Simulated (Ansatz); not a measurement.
The reference is KF in the rock salt structure (space group Fm-3m, No. 225; a = 5.307 Å). Axes: x, y, z lie along the cube axes.

Calculations: Ansatz (an electronic-structure program) PBEsol, without spin-orbit coupling.

Strains are applied to the cell and any free atomic positions relax; under biaxial strain the out-of-plane vector relaxes too.

One change was made to it. Results:

| quantity | base | after |
|---|---|---|
| electron mass | 0.54 mₑ (at Γ) | 0.53 mₑ (at Γ) |
| band gap | 6.15 eV | 6.21 eV |
| pressure (mean of the normal stresses, compression positive) | -0.01 GPa | 0.45 GPa |
| valence-band top at Γ (three highest levels, from the VBM) | 0.00, 0.00, 0.00 eV | 0.00, 0.00, -0.02 eV |

Task: What was done to the base?
A) biaxial strain +0.42 %, plane normal [111], relaxed out of plane
B) biaxial strain +0.83 %, plane normal [111], relaxed out of plane
C) biaxial strain −1.25 %, plane normal [111], relaxed out of plane
D) biaxial strain −0.42 %, plane normal [111], relaxed out of plane
E) biaxial strain +2.50 %, plane normal [111], relaxed out of plane

Result: C, biaxial strain −1.25 %, plane normal [111], relaxed out of plane. For comparison, the electron mass in the other runs: biaxial strain +2.50 %, plane normal [111], relaxed out of plane gives 0.54 mₑ (at Γ); biaxial strain +0.42 %, plane normal [111], relaxed out of plane gives 0.54 mₑ (at Γ); biaxial strain +0.83 %, plane normal [111], relaxed out of plane gives 0.54 mₑ (at Γ); biaxial strain −0.42 %, plane normal [111], relaxed out of plane gives 0.54 mₑ (at Γ).

Effective masses come from finite differences of ±0.01 Å⁻¹. Whether these cells are dynamically stable was not tested.
